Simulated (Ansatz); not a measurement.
Consider interstitial H in fcc Pt, neutral cell. All values below come from PBE, PAW (plane waves to 420 eV; Ansatz, a program for electronic structure).

32-site cell at the relaxed PBE lattice, a 3×3×3 k-point mesh shifted by half a step, smearing 0.10 eV, spin-restricted, no finite-size correction. No zero-point or tunnelling terms. Spin-orbit coupling is left out. Sites that were not tried may lie lower.

Barriers: single points on a 5×5×5 k-point mesh shifted by half a step at the bands' geometries.

The step: H moves alone to another site; the atom moves 1.22 Å along (-0.18, -0.18, -0.18) of the unit cell; the moving atom starts with neighbours 4 Pt at 1.81 Å and ends with 3 Pt at 1.81, 3 Pt at 2.34 Å.

Problem. Estimate the migration barrier of this step that PBE, PAW returns for this input.

Solution. 0.089 eV forward and 0.059 eV backward. At the saddle the moving atom has neighbours 3 Pt at 1.74 Å. The saddle point's order was not checked, and it lies on a symmetry element of the cell, where a band can be held.
